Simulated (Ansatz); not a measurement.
**NbP with two functionals, pressure 7 GPa**

The reference is NbP (space group I4_1md, No. 109; a = 3.347 Å, c = 11.427 Å).

(Cell as relaxed with PBE.)

Levels (all Ansatz, a program for electronic structure, PAW): PBE (420 eV, no spin-orbit coupling); PBEsol (420 eV, scalar-relativistic without spin-orbit coupling).

Each level relaxes its own structure.

```
base                      PBE    PBEsol
-------------------  --------  --------
volume per atom      16.00 Å³  15.56 Å³
lattice parameter a   3.347 Å   3.320 Å
band gap                 zero      zero
```

Perturbation: a hydrostatic pressure of 7 GPa.

```json
[
 {"quantity": "band gap", "PBE": "zero", "PBEsol": "zero"},
 {"quantity": "lattice parameter a", "PBE": "3.315 Å", "PBEsol": "3.291 Å"}
]
```

PBE's lattice parameter a lies 0.024 Å above PBEsol's (0.7 %); the two agree on the band gap. Neither level is exact; PBEsol is the comparison here, not a measurement.

Load acts through the strain it causes; cell and atoms are relaxed under it. Stability against distortions was not tested. Competing high-pressure phases were not computed. All final runs are without spin polarisation. The zero or small gap of NbP can change with the level of theory.
